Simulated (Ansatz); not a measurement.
Take GaN (space group P6_422, No. 181; a hypothetical phase, not in the database extracts checked) as the base.

```yaml
crystal:
  lattice:
    - [3.12514, 0.00000, 0.00000]
    - [-1.56257, 2.70645, 0.00000]
    - [0.00000, 0.00000, 7.35867]
  atoms:
    - { symbol: Ga, position: [0.50000, 0.50000, 0.16667] }
    - { symbol: Ga, position: [0.50000, 0.00000, 0.50000] }
    - { symbol: Ga, position: [0.00000, 0.50000, 0.83333] }
    - { symbol: N, position: [0.50000, 0.50000, 0.66667] }
    - { symbol: N, position: [0.50000, 0.00000, 0.00000] }
    - { symbol: N, position: [0.00000, 0.50000, 0.33333] }
```

Cartesian axes are those of the cell as printed.

Level of theory: Kohn–Sham DFT with the PBEsol functional, run in Ansatz (a first-principles code) with PAW and 420 eV plane waves, no spin-orbit coupling.

Strains are applied to the cell and any free atomic positions relax.

One change was made to it. Results:

```json
[
 {"quantity": "energy relative to the base (free energy F)", "base": "0 meV/atom", "after": "+26 meV/atom"},
 {"quantity": "band gap", "base": "1.47 eV", "after": "0.92 eV"},
 {"quantity": "pressure (mean of the normal stresses, compression positive)", "base": "0.01 GPa", "after": "-8.27 GPa"}
]
```

Problem. Name the change that was made.
(A) uniaxial strain ε_zz = −2.09 %
(B) uniaxial strain ε_xx = +5.06 %
(C) isotropic strain +4.69 %
(D) tensor shear ε_yz = +0.85 %

Solution. B, uniaxial strain ε_xx = +5.06 %. For comparison, the band gap in the other runs: tensor shear ε_yz = +0.85 % gives 1.47 eV; isotropic strain +4.69 % gives 0.31 eV; uniaxial strain ε_zz = −2.09 % gives 1.57 eV.

Whether these cells are dynamically stable was not tested. The base started in P3_121 and relaxed to P6_422 at this level.
